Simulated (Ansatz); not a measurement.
Consider Be₅Au (space group F-43m, No. 216; a = 6.072 Å). Axes: x, y, z lie along the cube axes.

Computed with plane-wave PAW DFT at the PBEsol level (Ansatz, an electronic-structure program, 420 eV), without spin-orbit coupling.

Before the change:

- Pressure: 0.0 GPa
- Shortest interatomic distance: 2.143 Å

One thing is altered: tensile biaxial strain of 2.39 % in the plane normal to [001], as in epitaxy on a mismatched substrate; the out-of-plane cell vector and the atoms relax.

What happens to the pressure and shortest interatomic distance?

The pressure (mean of the normal stresses, compression positive) goes from zero to -5.3 GPa; the shortest interatomic distance increases by 0.0178 Å, from 2.143 Å to 2.160 Å.

Without a gap, meshes like the base's 13×13×13 leave anisotropic stresses uncertain by several tenths of a GPa, and small strain energies with them. Whether these cells are dynamically stable was not tested.
